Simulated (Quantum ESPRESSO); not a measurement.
Worked example: self-consistent single point of Ba4TiN4 (P-1, 18 atoms in the cell) in Quantum ESPRESSO.

Level of theory: LDA (PW92), PseudoDojo standard norm-conserving (LDA) pseudopotentials (plane waves; Quantum ESPRESSO 7.5).

```yaml
crystal:
  lattice:
    - [6.81612, 0.00000, 0.00000]
    - [2.79528, 6.32017, 0.00000]
    - [1.62386, 2.48901, 9.22199]
  atoms:
    - { symbol: Ba, position: [0.77875, 0.57565, 0.15282] }
    - { symbol: Ba, position: [0.22125, 0.42435, 0.84718] }
    - { symbol: Ba, position: [0.73822, 0.22558, 0.96424] }
    - { symbol: Ba, position: [0.26178, 0.77442, 0.03576] }
    - { symbol: Ba, position: [0.71564, 0.50320, 0.56293] }
    - { symbol: Ba, position: [0.28436, 0.49680, 0.43707] }
    - { symbol: Ba, position: [0.21681, 0.96830, 0.61962] }
    - { symbol: Ba, position: [0.78319, 0.03170, 0.38038] }
    - { symbol: Ti, position: [0.73478, 0.83994, 0.75520] }
    - { symbol: Ti, position: [0.26522, 0.16006, 0.24480] }
    - { symbol: N, position: [0.95618, 0.69140, 0.62242] }
    - { symbol: N, position: [0.04382, 0.30860, 0.37758] }
    - { symbol: N, position: [0.90863, 0.81358, 0.91082] }
    - { symbol: N, position: [0.09137, 0.18642, 0.08918] }
    - { symbol: N, position: [0.54839, 0.67063, 0.81700] }
    - { symbol: N, position: [0.45161, 0.32937, 0.18300] }
    - { symbol: N, position: [0.43069, 0.86005, 0.35960] }
    - { symbol: N, position: [0.56931, 0.13995, 0.64040] }
```

Reference input (self-consistent single point, DFT, LDA (PW92), plane waves, PseudoDojo standard norm-conserving (LDA) pseudopotentials): ecutwfc = 85 Ry; occupations = smearing; smearing = gauss; degauss = 0.000734986 Ry; potentials = {Ba: Ba.upf, Ti: Ti.upf, N: N.upf}; K_POINTS = automatic 3 3 2 0 0 0; conv_thr = 1e-09 Ry. This run's input differs from it in these lines:

```diff
@@ -13,3 +13,3 @@
  ntyp = 3,
- ecutwfc = 85,
+ ecutwfc = 34,
  occupations = 'smearing',
```

Output, abridged:

```
     Self-consistent Calculation

     iteration #  1     ecut=    34.00 Ry     beta= 0.70

---- Real-time Memory Report at c_bands before calling an iterative solver
           261 MiB given to the printing process from OS
           221 MiB allocation reported by mallinfo(arena+hblkhd)
------------------

     total energy              =    -847.25789744 Ry
     estimated scf accuracy    <       7.30899040 Ry

     iteration #  2     ecut=    34.00 Ry     beta= 0.70

---- Real-time Memory Report at c_bands before calling an iterative solver
           298 MiB given to the printing process from OS
   [... lines left out ...]

---- Real-time Memory Report at c_bands before calling an iterative solver
           333 MiB given to the printing process from OS
           261 MiB allocation reported by mallinfo(arena+hblkhd)
------------------

     total energy              =    -851.35596568 Ry
     estimated scf accuracy    <          3.7E-09 Ry

     iteration # 18     ecut=    34.00 Ry     beta= 0.70

---- Real-time Memory Report at c_bands before calling an iterative solver
           333 MiB given to the printing process from OS
           261 MiB allocation reported by mallinfo(arena+hblkhd)
------------------
     End of self-consistent calculation

     the Fermi energy is     9.3210 ev

!    total energy              =    -851.35596568 Ry
     estimated scf accuracy    <          4.3E-10 Ry
     smearing contrib. (-TS)   =      -0.00000000 Ry
     internal energy E=F+TS    =    -851.35596568 Ry

     convergence has been achieved in  18 iterations

     Forces acting on atoms (cartesian axes, Ry/au):

     atom    1 type  1   force =     0.00159024   -0.00683757   -0.00358241
     atom    2 type  1   force =    -0.00159024    0.00683757    0.00358241
     atom    3 type  1   force =     0.00011940    0.00558736    0.00537257
     atom    4 type  1   force =    -0.00011940   -0.00558736   -0.00537257
     atom    5 type  1   force =     0.00231511    0.00254150   -0.00285375
   [... lines left out ...]

     Total force =     0.080695     Total SCF correction =     0.000057

          total   stress  (Ry/bohr**3)                   (kbar)     P=     -408.02
  -0.00276949   0.00001310  -0.00002284         -407.41        1.93       -3.36
   0.00001310  -0.00277333   0.00001080            1.93     -407.97        1.59
  -0.00002284   0.00001080  -0.00277827           -3.36        1.59     -408.70

   JOB DONE.
```

The run converged in 18 iterations. Against the reference run the free energy rises by 1.78 eV/atom, the pressure goes from -6.65 to -40.80 GPa, the largest force goes from 0.276 to 0.770 eV/Å and the gap on the mesh goes from 0.941 to 0.909 eV.

The starting cell comes from a database of computed structures (which also holds hypothetical and non-ambient phases and stackings), without a prior relaxation at this level. At the lowered cutoff the pressure carries the error of an incomplete plane-wave basis.

Cost on one core of a shared machine: roughly 4 min.
